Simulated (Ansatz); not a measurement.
NaCoO₂ (R-3m, No. 166, 4 atoms in the cell; start mp-18921) was calculated with PBEsol (Ansatz, a quantum-chemistry and plane-wave program, PAW).

Run with plane-wave cutoff 500 eV, 16×16×16 k mesh, Fermi–Dirac smearing 0.05 eV, no spin polarisation, scalar-relativistic PAW data made under PBE.

Cell (relaxed at this level):

CoNaO2 is modelled in the trigonal space group R-3m, hexagonal axes (No. 166), Pearson symbol hR4. Conventional cell: a = 2.890 Å, b = 2.890 Å, c = 15.365 Å, α = 90.00°, β = 90.00°, γ = 120.00°. Na on 3a is coordinated by 6 O at 2.312 Å (octahedral). Co on 3b has 6 O at 1.925 Å (octahedral). O on 6c is coordinated by 3 Co at 1.925 Å and 3 Na at 2.312 Å (octahedral). (Neighbours: up to the widest gap in distance over summed covalent radii, below 1.35, at either atom; cation-cation and far metal-metal contacts left out.)
(The calculation used a cell of 4 atoms; values per cell refer to that cell.)

Estimate the band gap that the calculation returns.


- band gap: 0.86 eV (on the SCF k mesh)

Note: the relaxation could not lower the start's symmetry, so the cell can be a saddle point above a distorted one.

Computed values are for the static lattice.

A start named mp-… is a Materials Project structure, which need not be a measured phase.
